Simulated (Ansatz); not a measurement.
## Competing hops of Hf vacancy in hcp Hf, neutral cell

Defect migration in hcp Hf: Hf vacancy, neutral cell. Level of theory: PBE, PAW (plane waves to 420 eV; Ansatz, a first-principles code).

36-site cell at the relaxed PBE lattice, a 2×2×2 k-point mesh shifted by half a step along c, smearing 0.10 eV, spin-restricted, no finite-size correction. Energies are static. Spin-orbit coupling is left out. Forms of the defect that were not tried may lie lower.

Barriers: single points on a 3×3×3 k-point mesh shifted by half a step along c at the bands' geometries (they differ from the bands' own by up to 0.13 eV, and are uncertain by about as much).

| Route | Start site over the lowest site run (eV) | Hop (Å) | Forward barrier (eV) | Backward barrier (eV) | Neighbours at the start | Neighbours at the saddle | Saddle order | Forward, on the band's own sampling (eV) |
|---|---|---|---|---|---|---|---|---|
| one Hf atom jumps into the vacancy from a nearby Hf site | 0.00 | 3.21 | 0.84 | 0.84 | 2 Hf at 3.12, 5 Hf at 3.14, Hf at 3.17, Hf at 3.21, Hf at 3.24, Hf at 3.26 Å | Hf at 2.80, 2 Hf at 2.97, Hf at 3.21, 2 Hf at 3.24, 2 Hf at 3.29 Å | not checked, on a symmetry element | 0.70 |
| one Hf atom jumps into the vacancy from a nearby Hf site | 0.00 | 3.08 | 0.99 | 0.99 | 2 Hf at 3.14, 3 Hf at 3.15, 4 Hf at 3.19, 2 Hf at 3.21 Å | 4 Hf at 2.94, 4 Hf at 3.45 Å | not checked, on a symmetry element | 0.90 |

Paths come from CI-NEB runs. Of the routes that converged and passed our checks, the lowest saddle point lies 0.84 eV above the lowest of the sites run (one Hf atom jumps into the vacancy from a nearby Hf site); other sites, such as split forms, and other routes may lie lower. A band can be held on a symmetry element, so unchecked saddle points there may be too high.

The whole set of runs took around 5 core-hours (rough).
